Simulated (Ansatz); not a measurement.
System: interstitial P in silicon (charge state -1). All values below come from HSE06, atoms relaxed with HSE06 at the PBE lattice, PAW (plane waves to 420 eV; Ansatz, a quantum-chemistry and plane-wave program).

Cell of 216 host sites held at the relaxed PBE lattice; the Γ point alone; Fermi-Dirac width 0.01 eV, spin-restricted; finite-size errors left in. Static, classical nuclei. The charge state is imposed; whether it is stable for some Fermi level was not computed. Sites that were not tried may lie lower.

The step: P moves alone to another site; the atom moves 1.16 Å along (0.00, -0.15, -0.15) of the unit cell; the moving atom starts with neighbours 2 Si at 2.17, 2 Si at 2.59 Å and ends with 2 Si at 2.17, 2 Si at 2.60 Å.

Question: What migration barrier of this step does HSE06, atoms relaxed with HSE06 at the PBE lattice, PAW give?

Answer: 0.10 eV, the same both ways. At the saddle the moving atom has neighbours Si at 2.14, Si at 2.18, Si at 2.63 Å. The saddle point's order was not checked, and it lies on a symmetry element of the cell, where a band can be held.
